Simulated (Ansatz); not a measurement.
**Effect of biaxial strain −1.50 %, plane normal [001], relaxed out of plane on Au**

Base system: Au in the fcc (Cu type) structure (space group Fm-3m, No. 225; a = 4.048 Å; relaxed with 0.1 eV smearing). Axes: x, y, z lie along the cube axes.

The change: biaxial strain −1.50 %, plane normal [001], relaxed out of plane (Cartesian); in-plane vectors clamped, the third vector and the atoms free.

Method: DFT with LDA, PAW potentials and a 420 eV plane-wave cutoff in Ansatz (a first-principles code), no spin-orbit coupling. Γ-centred 28×28×28 mesh, Fermi–Dirac width 0.1 eV.

The volume per atom falls by 0.08 Å³ (16.58 Å³ → 16.50 Å³) and the space group changes from Fm-3m (No. 225) to I4/mmm (No. 139). The shortest interatomic distance shrinks by 0.043 Å (2.862 Å → 2.819 Å) and the energy grows by 2.3 meV/atom. The pressure (mean of the normal stresses, compression positive) goes from zero to 1.0 GPa and the band gap is still zero. The out-of-plane strain amounts to +2.57 % and the ratio −ε⊥/ε∥ comes out as 1.72. The mean in-plane stress (compression positive) is +1.5 GPa.

Final structure (turned so that z lies along the plane normal):

```yaml
crystal:
  lattice:
    - [2.81920, 0.00000, 0.00000]
    - [0.00000, 2.81920, 0.00000]
    - [1.40960, -1.40960, 2.07592]
  atoms:
    - { symbol: Au, position: [0.00000, 0.00000, 0.00000] }
```

No phonon test of stability was made.
